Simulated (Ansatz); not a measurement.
Start from Si in the diamond structure (space group Fd-3m, No. 227; a = 5.444 Å).

The change: Ge replaces 87.5 % of the Si, ordered in a cell of 8 atoms (starting symmetry Amm2) and fully relaxed.

The other end (x = 1) is Ge in the diamond structure (space group Fd-3m, No. 227): 22.84 Å³/atom, gap 0.36 eV.

Levels (all Ansatz, a first-principles code, PAW): r2SCAN (500 eV, no SOC); HSE06 (420 eV, spin-orbit coupling left out).

The geometry is relaxed with r2SCAN.

```
Item              Result
---------------  -------
r2SCAN band gap  0.45 eV
```

With HSE06 at the same geometry, the band gap goes up by 0.34 eV to 0.79 eV.

Single points use the geometry relaxed with r2SCAN. HSE06 gaps are upper bounds (no full band path). Each cell is one ordered arrangement of few atoms, which overstates ordering effects compared with a random alloy. Stability against distortions was not tested.
